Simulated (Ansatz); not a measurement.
We consider spinel GeFe2O4, described by BLYP (PAW; Ansatz, a quantum-chemistry and plane-wave program).

Numerical settings: plane-wave cutoff 520 eV, 12×12×12 k mesh, Fermi–Dirac smearing 0.05 eV, spin-polarised with parallel moments, scalar-relativistic PAW data made under PBE.

Energies at three volumes about the minimum:

```json
[
 {"V (Å³/atom)": "10.917", "E − E_lowest (meV/atom)": "2.31"},
 {"V (Å³/atom)": "11.140", "E − E_lowest (meV/atom)": "0.00"},
 {"V (Å³/atom)": "11.363", "E − E_lowest (meV/atom)": "2.14"}
]
```

**Question.** Fit a parabola by hand: where is the minimum, and what is the bulk modulus?

**Answer.** Slopes: (0.00 − 2.31)/(11.140 − 10.917) = -10.359 and (2.14 − 0.00)/(11.363 − 11.140) = 9.596 meV/Å³. Curvature E″ = 2 × (9.596 − (-10.359))/(11.363 − 10.917) = 89.484 meV/Å⁶. From the middle of the first interval, the slope vanishes at V0 = 11.0285 − (-10.359)/89.484 = 11.144 Å³/atom. B = V0 E″ = 11.144 × 89.484 meV/Å³ × 0.1602 GPa per meV/Å³ = 160 GPa. The full Birch–Murnaghan fit to all volumes gives V0 = 11.140 Å³/atom and B0 = 160 GPa.

Note: the magnetic order was assumed, not searched for or taken from measurement; functionals without U or exact exchange can leave correlated insulators metallic, so the missing gap need not be real.
